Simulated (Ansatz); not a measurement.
System: L1₀ (CuAu-type) TiAl. Method: r²SCAN (Ansatz, an electronic-structure program, PAW).

Settings: plane-wave cutoff 560 eV, 20×20×14 k mesh (along the axes of the cell as run), Fermi–Dirac smearing 0.05 eV, no spin polarisation, scalar-relativistic PAW data made under PBE.

Shape and atoms are relaxed at each volume.

Pressure at four volumes; x = ln(V/16.059 Å³). One pressure is withheld.

```json
[
 {"V (Å³/atom)": "15.417", "x": "-0.0408", "P (GPa)": "5.33"},
 {"V (Å³/atom)": "16.059", "x": "0.0000", "P (GPa)": "0.00"},
 {"V (Å³/atom)": "16.380", "x": "0.0198", "P (GPa)": "-2.31"},
 {"V (Å³/atom)": "16.701", "x": "0.0392", "P (GPa)": "?"}
]
```

Task: Pass a parabola P(x) through the three rows shown, estimate the bulk modulus and its pressure derivative near zero pressure, and predict the withheld pressure.

Result: Slopes between the rows: (0.00 − (5.33))/(0.0000 − (-0.0408)) = -130.64 and (-2.31 − (0.00))/(0.0198 − (0.0000)) = -116.67 GPa. Their difference over the span 0.0606 is c = 13.97/0.0606 = 230.5 GPa, so P(x) = 5.33 + (-130.64)(x − (-0.0408)) + 230.5 (x − (-0.0408))(x − (0.0000)). At the middle row B = −dP/dx = −[-130.64 + 230.5 × 0.0408] = 121.2 GPa, and B′ = dB/dP = 2c/B = 3.8. At x = 0.0392 the parabola gives -4.40 GPa; the run gives -4.40 GPa. The Birch–Murnaghan fit to the energies at all volumes has B0 = 121 GPa and B′ = 3.8.
